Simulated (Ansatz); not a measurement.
**PbZrO3, response to strain**

Take PbZrO3 in the cubic perovskite structure (space group Pm-3m, No. 221; a = 4.141 Å; a cell from a computed database, its experimental status unchecked) as the base. Axes: x, y, z lie along the cube axes.

Strains are applied to the cell and any free atomic positions relax; under biaxial strain the out-of-plane vector relaxes too; under stress the whole cell relaxes.

Levels (all Ansatz, a quantum-chemistry and plane-wave program, PAW): PBEsol (420 eV, without spin-orbit coupling); r2SCAN (500 eV, no SOC); HSE06 (420 eV, no spin-orbit coupling).

Band gaps by level, all at the geometries relaxed with PBEsol:

| case | PBEsol | r2SCAN | HSE06 |
|---|---|---|---|
| base | 2.34 eV | 2.89 eV | 3.48 eV |
| biaxial strain −0.42 %, plane normal [001], relaxed out of plane | 2.33 eV | 2.87 eV | 3.46 eV |
| isotropic strain −5.13 % | 2.35 eV | [?] | [?] |
| strain tensor (xx, yy, zz, yz, xz, xy) = (−0.21, +0.29, +0.48, −0.24, +0.14, +0.18) % | 2.29 eV | 2.84 eV | [?] |
| uniaxial stress, 5 GPa tension along x | 2.22 eV | [?] | 3.39 eV |

Problem. Some entries are withheld; estimate them.

Solution. 
- isotropic strain −5.13 %, r2SCAN: 2.91 eV
- isotropic strain −5.13 %, HSE06: 3.42 eV
- strain tensor (xx, yy, zz, yz, xz, xy) = (−0.21, +0.29, +0.48, −0.24, +0.14, +0.18) %, HSE06: 3.44 eV
- uniaxial stress, 5 GPa tension along x, r2SCAN: 2.78 eV

Single points use the geometry relaxed with PBEsol. HSE06 gaps are upper bounds (no full band path). With Pb present, leaving out spin-orbit coupling can change the band edges. Beyond what the load breaks, stability against distortions was not tested. Many cubic perovskites are stable only at high temperature; tilts and polar distortions were not tested.
